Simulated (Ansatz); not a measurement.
**Response to strain in TiC**

Consider TiC in the rock salt structure (space group Fm-3m, No. 225; relaxed with 0.1 eV smearing).

```
CELL_PARAMETERS angstrom
      0.00000     2.16425     2.16425
      2.16425     0.00000     2.16425
      2.16425     2.16425     0.00000
ATOMIC_POSITIONS crystal
  C  0.00000 0.00000 0.00000
  Ti 0.50000 0.50000 0.50000
```

Cartesian axes are those of the cell as printed.

Strains are applied to the cell and any free atomic positions relax; under stress the whole cell relaxes.

Method: plane-wave PAW DFT at the r2SCAN level (Ansatz, a quantum-chemistry and plane-wave program, 500 eV), no SOC, earlier PAW set.

Candidates:
(a) strain tensor (xx, yy, zz, yz, xz, xy) = (+0.03, +1.25, −1.82, +1.54, −0.05, +0.71) %
(b) isotropic strain +4.16 %
(c) uniaxial stress, 3 GPa tension along z

Notes on the quantities. energy relative to the base: free energy F.

Problem. Order them by energy relative to the base, highest first.

Solution. (b) isotropic strain +4.16 % (+114 meV/atom), (a) strain tensor (xx, yy, zz, yz, xz, xy) = (+0.03, +1.25, −1.82, +1.54, −0.05, +0.71) % (+13 meV/atom), (c) uniaxial stress, 3 GPa tension along z (+0.6 meV/atom)

Stability under load was not tested beyond the relaxation. All final runs are without spin polarisation.
